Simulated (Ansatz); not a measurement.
The reference is MgO in the rock salt structure (space group Fm-3m, No. 225).

```cif
data_Mg4O4
_chemical_formula_sum 'O4 Mg4'
_space_group_name_H-M_alt 'Fm-3m'
_space_group_IT_number 225
_space_group_name_Hall '-F 4 2 3'
_cell_length_a 4.21417
_cell_length_b 4.21417
_cell_length_c 4.21417
_cell_angle_alpha 90.000
_cell_angle_beta 90.000
_cell_angle_gamma 90.000
loop_
_atom_site_label
_atom_site_type_symbol
_atom_site_symmetry_multiplicity
_atom_site_Wyckoff_symbol
_atom_site_fract_x
_atom_site_fract_y
_atom_site_fract_z
_atom_site_occupancy
O1 O 4 a 0.00000 0.00000 0.00000 1
Mg1 Mg 4 b 0.50000 0.50000 0.50000 1
```
(The calculation used a cell of 2 atoms; values per cell refer to that cell.)

Method: PBEsol (Ansatz, a quantum-chemistry and plane-wave program, PAW, no SOC).

Before the change:

```
Quantity                                Value
-----------------------------  --------------
Band gap                              4.62 eV
Volume per atom                       9.36 Å³
Width of the top valence band         1.79 eV
Electron mass                  0.34 mₑ (at Γ)
```

Perturbation: a hydrostatic pressure of 4.2 GPa.

### Question
How does this affect the band gap?

### Answer
The band gap rises by 0.25 eV, from 4.62 eV to 4.87 eV.

### Question
How does this affect the volume per atom?

### Answer
The volume per atom decreases by 0.234 Å³, from 9.36 Å³ to 9.12 Å³.

### Question
What happens to the width of the top valence band?

### Answer
The width of the top valence band rises by 0.047 eV, from 1.79 eV to 1.83 eV.

### Question
Estimate the effect on the electron mass.

### Answer
The electron mass changes from 0.34 mₑ (at Γ) to 0.35 mₑ (at Γ).

Load acts through the strain it causes; cell and atoms are relaxed under it. Masses are band curvatures over ±0.01 Å⁻¹ around the edge. Stability against distortions was not tested.
